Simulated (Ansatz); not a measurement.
InGaZnO₄ (model structure, started from the InGaZnO4 type, R3m, No. 160, 7 atoms in the cell) was calculated with PBE-D3(BJ) in Ansatz (plane waves, PAW).

Run with plane-wave cutoff 500 eV, 14×14×14 k mesh, Fermi–Dirac smearing 0.05 eV, scalar-relativistic PAW data made under PBE.

Cell (relaxed at this level):

```
CELL_PARAMETERS angstrom
      1.66766     0.96282     8.65118
     -1.66766     0.96282     8.65118
      0.00000    -1.92565     8.65118
ATOMIC_POSITIONS crystal
  In 0.00300 0.00300 0.00300
  Ga 0.78711 0.78711 0.78711
  Zn 0.21879 0.21879 0.21879
  O  0.86365 0.86365 0.86365
  O  0.12104 0.12104 0.12104
  O  0.71127 0.71127 0.71127
  O  0.29513 0.29513 0.29513
```

Task: Estimate the band gap that the calculation returns.

Result: 
- band gap = 1.19 eV (on the SCF k mesh)

Note: the relaxation could raise the start's symmetry but not lower it, so the cell can be a saddle point.

Spin–orbit coupling is not included.

It cost very roughly 10 core-minutes of CPU time.

A model structure was made by putting elements into a prototype or built by hand; it is no filed structure, need not be a known phase, and can be a saddle point held by its symmetry.

Ansatz is a program for electronic structure.
